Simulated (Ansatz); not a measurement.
Cost and result by functional for the surface energy of the (210) surface of fcc Pd in its 1x1 cell, outermost plane spacing 0.88 Å in the ideal cut, in Ansatz (plane waves, PAW). Single points on the PBE structure, on one kind of machine; costs are rough ratios of the slab run's core time (references not counted) to the cheapest single point. r2SCAN's cost holds its higher cutoff (500 against 420 eV). Differences are taken against r2SCAN for comparison alone: no measured value is at hand, so the table doesn't rank accuracy.

Model: 12-atom slab, 9.7 Å thick at the start (thin: gaps and levels are the slab's own), 10x9x1 mesh, Fermi-Dirac 0.1 eV, dipole correction, all atoms relaxed; held to the part of the start's symmetry that mesh and held atoms allow; no spin, no spin-orbit, no U. These notes are the PBE run's.

| functional | relative cost | surface energy (J/m²) | less r2SCAN (J/m²) |
|---|---|---|---|
| PBEsol | 1 | 2.05 | 0.20 |
| RPBE | 1 | 1.37 | -0.49 |
| LDA | 1 | 2.27 | 0.41 |
| r2SCAN | 3 | 1.86 | 0.00 |
| PBE (the relaxed run's value) | – | 1.65 | -0.21 |

The values span 0.90 J/m², while the single points' costs differ by a factor of roughly 3. Differences are of unrounded values.

Ansatz is a quantum-chemistry and plane-wave program.
